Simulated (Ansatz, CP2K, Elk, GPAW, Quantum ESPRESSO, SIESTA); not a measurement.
**InSe (R3m, 4 atoms in the cell) computed with different codes at matched settings**

Self-consistent single point, at a second geometry (lattice scaled by 0.98). First geometry:

```xyz
4
Lattice="2.0233 1.1682 8.6085 -2.0233 1.1682 8.6085 0.0000 -2.3364 8.6085" Properties=species:S:1:pos:R:3 pbc="T T T"
In     0.0000     0.0000     2.8499
In     0.0000     0.0000     0.0473
Se     0.0000     0.0000    16.0044
Se     0.0000     0.0000    21.3269
```

Shared settings, as Ansatz (an electronic-structure program) writes them: kpoints.mp_grid.grid = 6 6 6; scf.occupations.method = fixed. Potentials and cutoffs stand in the table.

```
code                                                                                                                                 model  ΔF from the first geometry (meV/atom)  pressure (GPa)  largest force (eV/Å)  gap on the mesh (eV)       cutoff
----------------  ------------------------------------------------------------------------------------------------------------------------  -------------------------------------  --------------  --------------------  --------------------  -----------
Ansatz                                                                                                 LDA (PW92), PAW files made with PBE                                  -11.0            0.57                 0.306                 0.360      default
CP2K                                                  LDA (Pade form), GPW, DZVP-MOLOPT-SR-GTH basis, GTH-PADE potentials (GTH_POTENTIALS)                                   -5.0            1.19                 0.399                 0.344  grid 500 Ry
SIESTA            LDA PW92, numerical atomic orbitals TZP, PseudoDojo LDA standard norm-conserving potentials (rewritten from UPF to PSML)                                   -7.5            0.95                 0.620                 0.327  grid 350 Ry
Elk                                  LDA (PW92), all-electron FP-LAPW, Elk's shipped species files, APW+lo basis with extra local orbitals                                  -10.4               –                 0.214                 0.360   rgkmax 7.5
GPAW                                                                         LDA (Perdew-Wang 92), GPAW PAW datasets LDA (gpaw-data 1.0.1)                                  -13.2            0.35                 0.301                 0.352       600 eV
Quantum ESPRESSO                                                                       LDA (PZ), GBRV 1.5 ultrasoft (LDA) pseudopotentials                                  -11.2            0.02                 0.314                 0.339        40 Ry
```

For Quantum ESPRESSO (by 0.5 GPa) the energy change implies a higher mean pressure, against the two pressures, than for the other programs: a sign of finite-basis (Pulay) stress.

Size of the force on each atom (eV/Å): Sizes of forces hide their directions.

| code | In1 | In2 | Se3 | Se4 |
|---|---|---|---|---|
| Ansatz | 0.237 | 0.239 | 0.306 | 0.304 |
| CP2K | 0.303 | 0.302 | 0.397 | 0.399 |
| SIESTA | 0.603 | 0.552 | 0.570 | 0.620 |
| Elk | 0.212 | 0.214 | 0.164 | 0.162 |
| GPAW | 0.262 | 0.264 | 0.301 | 0.300 |
| Quantum ESPRESSO | 0.253 | 0.255 | 0.314 | 0.312 |

A dash marks a value that a program does not give, or that is left out as unsure.

Gaps are read on the mesh.

The spread over the programs that give each value: ΔF from the first geometry within 8.2 meV/atom; pressure within 1.17 GPa; largest force within 0.406 eV/Å; gap on the mesh within 0.033 eV.

CP2K and SIESTA use small atom-centred bases, whose incompleteness enters pressures, forces and empty levels differently from a plane-wave cutoff. Elk treats all electrons, but the usual bases taken here (sphere radii, linearisation, local orbitals, empty states) were not tested for convergence, so the values are no reference for the others. Ansatz's pressure is given at a fixed set of plane waves, as the other plane-wave codes print theirs. The same LDA comes in different parametrisations, which differ slightly. In the force vectors, CP2K (by 0.095), SIESTA (by 0.349) and Elk (by 0.142) lie more than 0.08 eV/Å from the median of the plane-wave programs.

The starting cell comes from a database of computed structures (which also holds hypothetical and non-ambient phases and stackings), without a prior relaxation at this level. For this run, on top of that: lattice scaled by 0.98.

Left out of this page: ABINIT (failed or unconverged).

Keys are those of Ansatz 0.2.
